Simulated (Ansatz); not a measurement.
BN (F-43m), Ansatz (an electronic-structure program) with HSE06, rigid bands: N_v = 7.95e19 cm⁻³ at 300 K and a hole conductivity mass of 0.653 mₑ.

**Question.** For 1e17 holes per cm³ at 300 K, place the Fermi level, estimate the Seebeck coefficient of a parabolic band with constant τ, and give mobility and conductivity for τ = 5 fs.

**Answer.** The level lies k_BT ln(N_v/p) = 0.173 eV above the valence-band maximum. S ≈ +(k_B/e)[ln(N_v/p) + 5/2] = 791 μV/K, against 787 μV/K from the full bands (mean over directions). μ = eτ/m = 13.5 cm²/(V·s) and σ = peμ = 0.216 S/cm. τ is assumed, not computed.

Band transport and this doping are assumed; polarons and phonon drag are left out. Spin-orbit coupling is left out. Geometry: cell and atoms relaxed with PBEsol.
